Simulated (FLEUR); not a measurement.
Band structure of Mg (P6_3/mmc, 2 atoms in the cell).

```
CELL_PARAMETERS angstrom
      3.21167     0.00000     0.00000
     -1.60583     2.78139     0.00000
      0.00000     0.00000     5.20547
ATOMIC_POSITIONS crystal
  Mg 0.33333 0.66667 0.25000
  Mg 0.66667 0.33333 0.75000
```

Method: PBE, all-electron FLAPW (FLEUR), scalar-relativistic valence run with FLEUR.

Settings: Kmax = 3.8 1/bohr; GmaxXC = 13.3 1/bohr; xcFunctional = pbe; jspins = 1; l_soc = F; mode = hist; fermiSmearingEnergy = 0.00367493 Htr; mesh (inpgen div1-3) = 12 12 7; inpgen gamma flag = true; Gmax = 13.3 1/bohr; numbands = 0; maxIterBroyd = 25; imix = Anderson; alpha = 0.05.

The starting cell comes from a database of computed structures (which also holds hypothetical and non-ambient phases and stackings), without a prior relaxation at this level. Its lattice was rescaled by a random factor within 2.5 % of one. Values depend on the basis (sphere radii, cutoffs, local orbitals), which need not be converged.

Levels in eV from the Fermi level, bands 7 to 14:
```tsv
point	7	8	9	10	11	12	13	14
Γ	-42.71	-42.71	-6.82	-1.59	-1.17	10.91	10.91	11.00
M	-42.72	-42.71	-2.07	-2.06	2.70	3.08	3.31	3.72
K	-42.73	-42.72	-0.55	-0.54	-0.54	4.16	4.16	4.36
A	-42.71	-42.71	-5.43	-5.43	5.08	5.08	11.65	11.65
L	-42.72	-42.72	-1.03	-1.03	-0.39	-0.39	8.02	8.02
H	-42.72	-42.72	0.26	0.26	0.74	0.74	1.57	1.57
```
